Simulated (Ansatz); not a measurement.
**Phonon-limited transport in TiOs (Pm-3m)**

Consider the following.

```xyz
2
Lattice="3.0614 0.0000 0.0000 0.0000 3.0614 0.0000 0.0000 0.0000 3.0614" Properties=species:S:1:pos:R:3 pbc="T T T"
Ti     1.5307     1.5307     1.5307
Os     0.0000     0.0000     0.0000
```

Calculation: PBEsol, DFPT electron-phonon coupling, linearised Boltzmann equation (plane waves, PAW, scalar-relativistic; Ansatz, a quantum-chemistry and plane-wave program). Geometry: relaxed with this functional, without spin-orbit coupling.

The resistivity at 50 K is 0.091 μΩ·cm and the density of states at the Fermi level is 0.192 states/(eV·spin·cell).

A metal at this level (no band gap). Only scattering by harmonic phonons is included (no impurities, grain boundaries, electron-electron scattering or thermal expansion). Spin-orbit coupling is left out, which matters with elements this heavy. Halving the electron mesh (20x20x20) moves the resistivity by up to 13 % at 50 K. Smearing 0.20 eV; phonons on a 5x5x5 q mesh, which this run doesn't test.

Formula and space group known from diffraction (Crystallography Open Database), not checked to be the room-temperature form: TiOs (Pm-3m).
